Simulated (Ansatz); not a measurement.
The (10-10) face of wurtzite CdSe can be cut between different planes. Symmetric, stoichiometric slabs relaxed in the 1x1 cell (31.4 Å²): top plane Cd + Se, 1.27 Å over the next in the ideal cut; top plane Cd + Se, 2.53 Å over the next in the ideal cut.

These are PBE (plane waves to 420 eV, PAW; Ansatz, a quantum-chemistry and plane-wave program) values and carry that method's errors.

Problem. Rank these by surface energy (lowest first), as PBE gives it.

Solution. the cut with an outer spacing of 1.27 Å (0.24 J/m²), the cut with an outer spacing of 2.53 Å (0.72 J/m²)
